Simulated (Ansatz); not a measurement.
The parent structure is ZnCu₂GeS₄ (space group I-4, No. 82; a = 5.267 Å, c = 10.485 Å). Axes: x, y, z lie along a, b, c of the conventional cell.

Method: Kohn–Sham DFT with the PBEsol functional, run in Ansatz (a first-principles code) with PAW and 420 eV plane waves, no SOC.

Strains are applied to the cell and any free atomic positions relax; under biaxial strain the out-of-plane vector relaxes too; under stress the whole cell relaxes.

One change was made to it. Results:

| quantity | base | after |
|---|---|---|
| valence-band top at Γ (three highest levels, from the VBM) | 0.00, -0.08, -0.08 eV | 0.00, -0.06, -0.06 eV |
| energy relative to the base (free energy F) | 0 meV/atom | +0.2 meV/atom |

Problem. Name the change that was made.
A. uniaxial stress, 0.5 GPa tension along z
B. biaxial strain −3.99 %, plane normal [001], relaxed out of plane
C. strain tensor (xx, yy, zz, yz, xz, xy) = (+0.98, +1.55, +1.10, +0.36, +0.03, −0.21) %

Solution. A, uniaxial stress, 0.5 GPa tension along z. For comparison, the valence-band top at Γ in the other runs: strain tensor (xx, yy, zz, yz, xz, xy) = (+0.98, +1.55, +1.10, +0.36, +0.03, −0.21) % gives 0.00, -0.08, -0.10 eV; biaxial strain −3.99 %, plane normal [001], relaxed out of plane gives 0.00, 0.00, -0.16 eV.

The levels and masses belong to the bands next to the band gap. Beyond what the load breaks, stability against distortions was not tested. All final runs are without spin polarisation.
